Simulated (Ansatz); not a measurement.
rock-salt BaO (0 0 1) on cubic SrTiO3 (0 0 1) (film strained to the substrate, started from cuts of the bulks and a machine-learned relaxation; slabs Sr4O10Ti3 and Ba4O4, which can lie off the formulas)

A periodic stack without vacuum, rock-salt BaO (0 0 1) on cubic SrTiO3 (0 0 1) (film strained to the substrate, started from cuts of the bulks and a machine-learned relaxation; slabs Sr4O10Ti3 and Ba4O4, which can lie off the formulas): substrate slab Sr4O10Ti3, film Ba4O4, surface cells [[0, 1], [-1, 0]] and [[1, 0], [1, 1]], film strained by -0.1 and -0.1 %, outermost planes OSr/OSr and BaO/BaO as cut, which need not be the usual terminations and can put a slab off its formula.

The start was prepared with a machine-learned potential, and the result is one local minimum, with the in-plane cell held and forces under 0.04 eV/Å; the film can end far from its bulk form.

Level of theory: PBE (plane waves to 420 eV, PAW; Ansatz, an electronic-structure program). No spin–orbit coupling; the runs are not spin-polarised; PBE gaps are too small against experiment. Its k-point mesh 6×6×1, Fermi–Dirac width 0.05 eV.

```
Property                                                                                   Result
--------------------------------------------------------------------------------  ---------------
interface area                                                                            15.5 Å²
period                                                                                    25.39 Å
heights between the nearest atoms of the two slabs at the two interfaces          2.50 and 2.49 Å
Ba–Sr contacts across the interfaces within 1.22 times the sum of covalent radii   8, mean 3.91 Å
O–Sr contacts across the interfaces within 1.22 times the sum of covalent radii    2, mean 2.65 Å
Ba–O contacts across the interfaces within 1.22 times the sum of covalent radii    2, mean 2.59 Å
Ba–Ti contacts across the interfaces within 1.22 times the sum of covalent radii   2, mean 4.54 Å
```

```xyz
25
Lattice="3.9366 0.0001 -0.0754 0.0001 3.9367 0.0502 -1.4687 1.6342 25.4459" Properties=species:S:1:pos:R:3 pbc="T T T"
Sr     0.1144     4.4238     1.4884
O      2.0862     2.4467     1.2725
Sr     0.1899     4.3726     5.3144
Ti     2.1152     2.4369     3.2226
O      0.1553     2.4230     3.2858
O      2.1227     4.3902     3.2732
O      2.1615     2.3973     5.2279
Sr     0.2689     4.3159     9.1994
Ti     2.1964     2.3770     7.1940
O      0.2308     2.3737     7.2332
O      2.1992     4.3420     7.2207
O      2.2357     2.3502     9.1630
Sr     0.3457     4.2632    13.0246
Ti     2.2813     2.3147    11.1645
O      0.3048     2.3253    11.1794
O      2.2738     4.2947    11.1668
O      2.3107     2.3015    13.1185
Ba     0.4522     4.1934    18.5577
Ba    -1.5701     2.2616    15.7815
Ba     0.5622     4.1226    24.1269
Ba    -1.4622     2.1892    21.3497
O     -1.5149     2.2241    18.6253
O      0.3955     4.2321    15.6757
O     -1.4039     2.1519    24.2407
O      0.5062     4.1591    21.2886
```
